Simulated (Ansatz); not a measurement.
**A computed series for PbTe: response to strain**

The reference is PbTe in the rock salt structure (space group Fm-3m, No. 225).

```
PbTe
1.0
    0.00000     3.18980     3.18980
    3.18980     0.00000     3.18980
    3.18980     3.18980     0.00000
Te Pb
1 1
Cartesian
  3.18980   3.18980   3.18980
  0.00000   0.00000   0.00000
```

Cartesian axes are those of the cell as printed.

Strains are applied to the cell and any free atomic positions relax; under biaxial strain the out-of-plane vector relaxes too.

Level of theory: Ansatz (a quantum-chemistry and plane-wave program), LDA, PAW, cutoff 420 eV, no spin-orbit coupling.

| biaxial strain, plane normal [111], relaxed out of plane (%) | out-of-plane strain (%) |
|---|---|
| -2.5 | 2.76 |
| -2.08 | 2.29 |
| -1.67 | 1.83 |
| -1.25 | ? |
| -0.83 | 0.91 |
| -0.42 | 0.46 |
| 0 | 0.00 |

Fit ε⊥ = −νε + γε² (strains in %) to the rows shown and predict the withheld row.

Least squares on the printed values gives ν = 1.09 (the biaxial Poisson response) and γ = 0.006 (largest residual 0.00 %); this predicts 1.37 %, and the run gives 1.37 %, in agreement.

No phonon test of stability was made.
